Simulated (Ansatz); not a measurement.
**Zr, response to strain**

The reference is Zr in the hcp (Mg type) structure (space group P6_3/mmc, No. 194; relaxed with 0.1 eV smearing).

```xyz
2
Lattice="3.1825 0.0000 0.0000 -1.5912 2.7561 0.0000 0.0000 0.0000 5.1235" Properties=species:S:1:pos:R:3 pbc="T T T"
Zr     1.5912     0.9187     3.8426
Zr     0.0000     1.8374     1.2809
```

Cartesian axes are those of the cell as printed.

Strains are applied to the cell and any free atomic positions relax.

All numbers come from Kohn–Sham DFT with the PBEsol functional, run in Ansatz (a quantum-chemistry and plane-wave program) with PAW and 420 eV plane waves, scalar-relativistic without spin-orbit coupling.

Notes on the quantities. energy relative to the base: free energy F.

| case | volume per atom | energy relative to the base |
|---|---|---|
| base | 22.47 Å³ | 0 meV/atom |
| tensor shear ε_xz = +0.86 % | 22.47 Å³ | +0.5 meV/atom |
| tensor shear ε_xz = +0.57 % | 22.47 Å³ | +0.2 meV/atom |
| tensor shear ε_xz = +1.14 % | 22.47 Å³ | +0.8 meV/atom |
| tensor shear ε_xz = +1.43 % | 22.47 Å³ | +1.3 meV/atom |
| tensor shear ε_xz = +0.29 % | 22.47 Å³ | +0.1 meV/atom |
| tensor shear ε_xz = +2.00 % | 22.46 Å³ | +2.5 meV/atom |
| tensor shear ε_xz = +1.71 % | 22.46 Å³ | +1.8 meV/atom |

No phonon test of stability was made. All final runs are without spin polarisation.
